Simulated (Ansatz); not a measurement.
## A computed series for Be: response to strain

Start from Be in the bcc (W type) structure (space group Im-3m, No. 229; a = 2.493 Å; a cell from a computed database, its experimental status unchecked; relaxed with 0.1 eV smearing). Axes: x, y, z lie along the cube axes.

Strains are applied to the cell and any free atomic positions relax; under biaxial strain the out-of-plane vector relaxes too.

Method: PBEsol in Ansatz (plane waves to 420 eV, PAW, no SOC).

Notes on the quantities. energy relative to the base: free energy F; pressure: mean of the normal stresses, compression positive.

| change | space group | energy relative to the base | pressure |
|---|---|---|---|
| base | Im-3m (No. 229) | 0 meV/atom | 0.0 GPa |
| biaxial strain −3.12 %, plane normal [111], relaxed out of plane | R-3m (No. 166) | +20 meV/atom | 9.3 GPa |
| isotropic strain −2.85 % | Im-3m (No. 229) | +24 meV/atom | 12.5 GPa |
| uniaxial strain ε_xx = +1.34 % | I4/mmm (No. 139) | ? | ? |
| uniaxial strain ε_zz = +0.80 % | I4/mmm (No. 139) | +0.3 meV/atom | -1.0 GPa |
| tensor shear ε_yz = −2.41 % | Fmmm (No. 69) | +11 meV/atom | 0.6 GPa |

What belongs in the blanks?


- uniaxial strain ε_xx = +1.34 %, energy relative to the base: +0.8 meV/atom
- uniaxial strain ε_xx = +1.34 %, pressure: -1.6 GPa

No phonon test of stability was made. This is not the structure that Be has at room temperature and ambient pressure.

Ansatz is a first-principles code.
